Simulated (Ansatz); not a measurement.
Adsorption energy and surface dipole of F on the 1x1 (111) surface of ceria (cut with top plane O), one in a 2x2 cell, started at the site 'over O at depth 1.6 Å', worked from the runs' numbers; total energies count from the potentials' own zero.

Host crystal: ceria, with a band gap (PBE, scalar-relativistic without spin-orbit coupling).

Computed with PBE (plane waves to 420 eV, PAW; Ansatz, an electronic-structure program).

Set-up: 37 atoms, 7.8 Å thick at the start under the adsorbate (thin: gaps and levels are the slab's own); mesh 3x3x1; 0.01 eV smearing; dipole correction on; 16 atoms held, the rest relaxed; held to the start's symmetry, so lower structures may exist; spin-polarised, ending with about 1.0 μB a cell, a value that depends on the mesh; orders that need a larger cell were not tried, no spin-orbit, no U, no dispersion correction. The slab shows no gap over 0.04 eV on its mesh. It is one chosen start, not shown to be the lowest state of the adsorbate.

```
quantity                                                            value
----------------------------------------------------------  -------------
slab with the adsorbate                                     -93391.595 eV
clean slab, same cell and mesh                              -92585.559 eV
reference, ½ F2(g)                                            -805.593 eV
area of the cell                                                 51.72 Å²
change of the step from the bottom to the top vacuum level       0.602 eV
```

Problem. What is the adsorption energy against this reference?

Solution. E(slab + adsorbate) − E(slab) − E(reference) = -0.44 eV, so in this state the adsorbate is more stable than in the reference, at a coverage of 1.93 a nm².

Problem. What dipole does adsorption add to the slab along the outward normal (Helmholtz relation, ε₀ = 0.005526 e/(V·Å))?

Solution. p = −ε₀·A·ΔV = -0.172 e·Å = -0.83 D; its negative end points to the vacuum, which raises the vacuum level.
